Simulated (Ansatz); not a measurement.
Defect migration in monoclinic HfO2: interstitial H, charge state +1. Computed with PBE, PAW (plane waves to 420 eV; Ansatz, a program for electronic structure).

Cell of 96 host sites held at the relaxed PBE lattice; the Γ point alone; Fermi-Dirac width 0.01 eV, spin-restricted; finite-size errors left in. No zero-point or tunnelling terms. Spin-orbit coupling is left out. The charge state is imposed; whether it is stable for some Fermi level was not computed. Sites that were not tried may lie lower. The start lies 0.041 eV above the lowest site run (PBE).

Barriers: single points on a 2×2×2 k-point mesh shifted by half a step at the bands' geometries.

Relaxed starting cell (atoms counted from 1):

```yaml
crystal:
  lattice:
    - [10.32305, 0.00000, 0.00000]
    - [0.00000, 10.42402, 0.00000]
    - [-1.79660, 0.00000, 10.55307]
  atoms:
    - { symbol: Hf, position: [0.13704, 0.22742, 0.35416] }
    - { symbol: Hf, position: [0.13693, 0.22767, 0.85285] }
    - { symbol: Hf, position: [0.13549, 0.72998, 0.35321] }
    - { symbol: Hf, position: [0.13728, 0.72852, 0.85439] }
    - { symbol: Hf, position: [0.64871, 0.21927, 0.35620] }
    - { symbol: Hf, position: [0.63745, 0.22829, 0.85403] }
    - { symbol: Hf, position: [0.63735, 0.72761, 0.35295] }
    - { symbol: Hf, position: [0.63811, 0.72833, 0.85247] }
    - { symbol: Hf, position: [0.35946, 0.26810, 0.14010] }
    - { symbol: Hf, position: [0.36156, 0.27036, 0.64670] }
    - { symbol: Hf, position: [0.36240, 0.77171, 0.14546] }
    - { symbol: Hf, position: [0.36241, 0.77210, 0.64618] }
    - { symbol: Hf, position: [0.86303, 0.27195, 0.14408] }
    - { symbol: Hf, position: [0.86181, 0.27078, 0.64576] }
    - { symbol: Hf, position: [0.86106, 0.77131, 0.14385] }
    - { symbol: Hf, position: [0.86096, 0.77043, 0.64521] }
    - { symbol: Hf, position: [0.35169, 0.48626, 0.40214] }
    - { symbol: Hf, position: [0.36188, 0.47868, 0.89583] }
    - { symbol: Hf, position: [0.36180, 0.97862, 0.39519] }
    - { symbol: Hf, position: [0.36192, 0.97755, 0.89468] }
    - { symbol: Hf, position: [0.86233, 0.47854, 0.39506] }
    - { symbol: Hf, position: [0.86277, 0.47844, 0.89413] }
    - { symbol: Hf, position: [0.86363, 0.97492, 0.39613] }
    - { symbol: Hf, position: [0.86186, 0.97822, 0.89493] }
    - { symbol: Hf, position: [0.13675, 0.02069, 0.10322] }
    - { symbol: Hf, position: [0.13771, 0.02079, 0.60387] }
    - { symbol: Hf, position: [0.13806, 0.52174, 0.10448] }
    - { symbol: Hf, position: [0.13508, 0.52081, 0.60652] }
    - { symbol: Hf, position: [0.63692, 0.02080, 0.10301] }
    - { symbol: Hf, position: [0.63709, 0.02080, 0.60488] }
    - { symbol: Hf, position: [0.63960, 0.52242, 0.10029] }
    - { symbol: Hf, position: [0.63665, 0.51980, 0.60307] }
    - { symbol: O, position: [0.03359, 0.08460, 0.42376] }
    - { symbol: O, position: [0.03304, 0.08562, 0.92399] }
    - { symbol: O, position: [0.03361, 0.58596, 0.42477] }
    - { symbol: O, position: [0.03420, 0.58523, 0.92483] }
    - { symbol: O, position: [0.53210, 0.09041, 0.42534] }
    - { symbol: O, position: [0.53229, 0.08690, 0.92527] }
    - { symbol: O, position: [0.53089, 0.58318, 0.42169] }
    - { symbol: O, position: [0.53288, 0.58645, 0.92359] }
    - { symbol: O, position: [0.46761, 0.41277, 0.07629] }
    - { symbol: O, position: [0.46475, 0.41166, 0.57267] }
    - { symbol: O, position: [0.46670, 0.91264, 0.07390] }
    - { symbol: O, position: [0.46660, 0.91366, 0.57395] }
    - { symbol: O, position: [0.96770, 0.41334, 0.07478] }
    - { symbol: O, position: [0.96515, 0.41404, 0.57543] }
    - { symbol: O, position: [0.96631, 0.91408, 0.07491] }
    - { symbol: O, position: [0.96748, 0.91132, 0.57438] }
    - { symbol: O, position: [0.47908, 0.34961, 0.32172] }
    - { symbol: O, position: [0.46647, 0.33653, 0.82518] }
    - { symbol: O, position: [0.46700, 0.83666, 0.32463] }
    - { symbol: O, position: [0.46732, 0.83663, 0.82356] }
    - { symbol: O, position: [0.96604, 0.33578, 0.32445] }
    - { symbol: O, position: [0.96636, 0.33566, 0.82434] }
    - { symbol: O, position: [0.96603, 0.83524, 0.32342] }
    - { symbol: O, position: [0.96567, 0.83563, 0.82472] }
    - { symbol: O, position: [0.03476, 0.16468, 0.17399] }
    - { symbol: O, position: [0.03283, 0.16307, 0.67375] }
    - { symbol: O, position: [0.03283, 0.66384, 0.17351] }
    - { symbol: O, position: [0.03180, 0.66298, 0.67531] }
    - { symbol: O, position: [0.53376, 0.16298, 0.17729] }
    - { symbol: O, position: [0.53254, 0.16264, 0.67552] }
    - { symbol: O, position: [0.53281, 0.66189, 0.17405] }
    - { symbol: O, position: [0.53244, 0.66245, 0.67290] }
    - { symbol: O, position: [0.22135, 0.37086, 0.48935] }
    - { symbol: O, position: [0.22487, 0.36968, 0.98881] }
    - { symbol: O, position: [0.22501, 0.87056, 0.48783] }
    - { symbol: O, position: [0.22448, 0.87110, 0.98800] }
    - { symbol: O, position: [0.72507, 0.36782, 0.48687] }
    - { symbol: O, position: [0.72551, 0.37214, 0.98725] }
    - { symbol: O, position: [0.72413, 0.87018, 0.48765] }
    - { symbol: O, position: [0.72415, 0.87135, 0.98724] }
    - { symbol: O, position: [0.27531, 0.12753, 0.01026] }
    - { symbol: O, position: [0.27500, 0.12828, 0.51119] }
    - { symbol: O, position: [0.27551, 0.62777, 0.01261] }
    - { symbol: O, position: [0.27452, 0.62759, 0.51256] }
    - { symbol: O, position: [0.77491, 0.12887, 0.01169] }
    - { symbol: O, position: [0.77718, 0.12511, 0.51161] }
    - { symbol: O, position: [0.77599, 0.62903, 0.00930] }
    - { symbol: O, position: [0.77316, 0.62672, 0.51016] }
    - { symbol: O, position: [0.27850, 0.12465, 0.26178] }
    - { symbol: O, position: [0.27491, 0.12084, 0.76111] }
    - { symbol: O, position: [0.27363, 0.62359, 0.26269] }
    - { symbol: O, position: [0.27468, 0.62138, 0.76201] }
    - { symbol: O, position: [0.77849, 0.11931, 0.26174] }
    - { symbol: O, position: [0.77472, 0.12097, 0.76120] }
    - { symbol: O, position: [0.77562, 0.62080, 0.25982] }
    - { symbol: O, position: [0.77483, 0.62060, 0.76019] }
    - { symbol: O, position: [0.23167, 0.37892, 0.24149] }
    - { symbol: O, position: [0.22399, 0.37832, 0.73905] }
    - { symbol: O, position: [0.22456, 0.88047, 0.23826] }
    - { symbol: O, position: [0.22450, 0.87813, 0.73800] }
    - { symbol: O, position: [0.72236, 0.37809, 0.23784] }
    - { symbol: O, position: [0.72383, 0.37800, 0.73693] }
    - { symbol: O, position: [0.72391, 0.87758, 0.23753] }
    - { symbol: O, position: [0.72384, 0.87799, 0.73740] }
    - { symbol: H, position: [0.53165, 0.41887, 0.29350] }
```
Cell charge +1.

End state 1 differs by these moves (Å; atoms that move under 0.08 Å are left out):

| atom | element | Δx | Δy | Δz |
|---|---|---|---|---|
| 5 | Hf | -0.12 | 0.09 | -0.03 |
| 11 | Hf | -0.12 | 0.09 | -0.03 |
| 17 | Hf | 0.09 | -0.10 | -0.03 |
| 31 | Hf | 0.09 | -0.10 | -0.03 |
| 49 | O | -0.14 | -0.13 | 0.04 |
| 63 | O | -0.14 | -0.13 | 0.04 |
| 87 | O | -0.08 | 0.00 | -0.02 |
| 89 | O | -0.08 | 0.00 | -0.02 |
| 97 | H | -0.50 | 1.68 | -0.93 |

Task: What forward and backward barriers to end state 1 does PBE, PAW give?

Result: forward 1.07 eV, backward 1.07 eV; at the saddle point atom 97 has neighbours 2 O at 1.30 Å. The check of the saddle point's order was inconclusive, and it lies on a symmetry element of the cell, where a band can be held.
